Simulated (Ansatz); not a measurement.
## Mg2Sn: response to strain

The parent structure is Mg2Sn (space group Fm-3m, No. 225; a = 6.664 Å; relaxed with 0.1 eV smearing). Axes: x, y, z lie along the cube axes.

Strains are applied to the cell and any free atomic positions relax; under biaxial strain the out-of-plane vector relaxes too.

Computed with LDA/PAW in Ansatz (a program for electronic structure), spin-orbit coupling left out.

Notes on the quantities. energy relative to the base: free energy F.

```csv
"biaxial strain, plane normal [111], relaxed out of plane (%)",energy relative to the base (meV/atom)
-2.5,10.6
-2.08,7.2
-1.67,?
-1.25,2.6
-0.83,1.1
-0.42,0.3
0,0.0
```

**Question.** Fit ΔE = Aε² + Bε³ (ε in %) to the rows shown and predict the withheld row.

**Answer.** Least squares on the printed values gives A = 1.58 and B = -0.046 meV/atom (largest residual 0.0 meV/atom); this predicts 4.6 meV/atom, and the run gives 4.6 meV/atom, in agreement.

No phonon test of stability was made.
